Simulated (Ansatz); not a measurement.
Consider interstitial O in monoclinic ZrO2 with all lengths changed by +1 %, charge state -2. Level of theory: PBE, PAW (plane waves to 420 eV; Ansatz, a first-principles code).

Cell of 96 host sites held at the strained lattice (strain from the relaxed PBE one, atoms relaxed); the Γ point alone; Fermi-Dirac width 0.01 eV, spin-restricted; finite-size errors left in. No zero-point or tunnelling terms. The charge state is imposed; whether it is stable for some Fermi level was not computed. Sites that were not tried may lie lower.

Barriers: single points on a 2×2×2 k-point mesh shifted by half a step at the bands' geometries.

The step: a concerted move, in which O travels most. Atoms about the jump, Cartesian Å from the middle of the jump, before and after:

| atom | x0 | y0 | z0 | x1 | y1 | z1 |
|---|---|---|---|---|---|---|
| O1 | -0.47 | -0.32 | -0.53 | 0.47 | 0.32 | 0.53 |
| Zr2 | 1.34 | 0.10 | -1.47 | 1.53 | 0.26 | -1.36 |
| Zr3 | -1.53 | -0.26 | 1.36 | -1.34 | -0.10 | 1.47 |
| O4 | 0.59 | 1.96 | -0.87 | 0.62 | 2.11 | -1.05 |
| O5 | -0.62 | -2.11 | 1.05 | -0.59 | -1.96 | 0.87 |
| O6 | 0.29 | -1.50 | -2.44 | -0.07 | -0.99 | -1.88 |
| O7 | 0.07 | 0.99 | 1.88 | -0.29 | 1.50 | 2.44 |
| O8 | -2.46 | 1.32 | 0.13 | -2.36 | 1.33 | 0.15 |
| O9 | 2.36 | -1.33 | -0.15 | 2.46 | -1.32 | -0.13 |
| Zr10 | 1.28 | 2.46 | 1.11 | 1.09 | 2.30 | 1.10 |
| Zr11 | -1.09 | -2.30 | -1.10 | -1.28 | -2.46 | -1.11 |
| O12 | -2.89 | -1.34 | -0.20 | -2.83 | -1.28 | -0.22 |
| O13 | 2.83 | 1.28 | 0.22 | 2.89 | 1.34 | 0.20 |

Where do these atoms stand at the saddle point, and how high is it?


```
atom      x      y      z
----  -----  -----  -----
O1     0.00   0.00  -0.01
Zr2    1.42   0.20  -1.40
Zr3   -1.41  -0.20   1.39
O4     0.68   2.16  -0.99
O5    -0.68  -2.15   0.98
O6     0.06  -1.26  -2.19
O7    -0.06   1.26   2.18
O8    -2.44   1.33   0.13
O9     2.44  -1.32  -0.14
Zr10   1.22   2.45   1.12
Zr11  -1.22  -2.44  -1.12
O12   -2.79  -1.29  -0.24
O13    2.79   1.29   0.23
```
It lies 0.44 eV above the start and 0.44 eV above the end. The saddle point's order was not checked, and it lies on a symmetry element of the cell, where a band can be held.
